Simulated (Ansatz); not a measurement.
Effect of uniaxial stress, 2 GPa compression along z on ZnS

Start from ZnS in the wurtzite structure (space group P6_3mc, No. 186; a = 3.8070 Å, c = 6.2462 Å). Axes: x lies along a and z along c of the hexagonal cell.

Perturbation: uniaxial stress, 2 GPa compression along z, with the cell and atoms free to relax against it.

The values are results of r2SCAN in Ansatz (plane waves to 500 eV, PAW, no SOC), earlier PAW set, not measurements. k-mesh 10×10×6 (Γ-centred); smearing 0.05 eV (Fermi–Dirac).

The volume per atom drops by 0.15 Å³, from 19.60 Å³ to 19.45 Å³ and the space group is still P6_3mc (No. 186). The shortest interatomic distance drops by 0.010 Å, from 2.334 Å to 2.324 Å and the energy increases by 1.9 meV/atom. The band gap goes up by 0.08 eV, from 2.77 eV to 2.85 eV and the gap character remains direct at Γ. The width of the top valence band stays essentially unchanged (2.18 eV against 2.17 eV) and the electron mass becomes 0.19 mₑ along z, 0.20 mₑ across (at Γ) (base: 0.18 mₑ along c, 0.21 mₑ across (at Γ)). The valence-band top at Γ (three highest levels, from the VBM) becomes 0.00, -0.01, -0.01 eV (base: 0.00, 0.00, -0.08 eV) and the strain response (xx, yy, zz) amounts to (+0.37, +0.37, −1.52) %. The secant Young's modulus along z comes out as 130 GPa and the mean lateral Poisson ratio is 0.25.

Cost of the whole job for the changed cell (relaxation, final SCF and bands): very roughly 2.1 core-minutes.

Effective masses come from finite differences of ±0.01 Å⁻¹. Beyond what the load breaks, stability against distortions was not tested.

Ansatz is a program for electronic structure.
